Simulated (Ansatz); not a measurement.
We consider AuPb₂ (I4/mcm, No. 140, 6 atoms in the cell; start mp-22795), described by LDA (plane waves, PAW; Ansatz, a program for electronic structure).

Numerical settings: plane-wave cutoff 520 eV, 12×12×12 k mesh, Fermi–Dirac smearing 0.05 eV, scalar-relativistic PAW data made under PBE.

Cell (relaxed at this level):

```
AuPb2
1.0
   -3.61881     3.61898     2.81581
    3.61881    -3.61898     2.81581
    3.61881     3.61898    -2.81581
Pb Au
4 2
Cartesian
  1.15396   1.15400   0.00000
  2.46485   2.46498   2.81581
  4.77277   2.46498   0.00000
 -1.15396   1.15400   2.81581
  0.00000   3.61898   1.40790
  3.61881   0.00000   1.40790
```

Q: Give the computed bulk modulus B0.

A: 
bulk modulus B0: 76.0 GPa

The run finds no gap.

Note: the bulk modulus is −V dP/dV from two relaxed cells at ±2 % in volume; the relaxation could not lower the start's symmetry, so the cell can be a saddle point above a distorted one.

Spin–orbit coupling is not included; it can shift volumes and moduli of such heavy elements.

Static lattice: no zero-point or thermal effects.

It cost about 8 core-minutes (a rough figure) of CPU time.

A start named mp-… is a Materials Project structure, which need not be a measured phase.
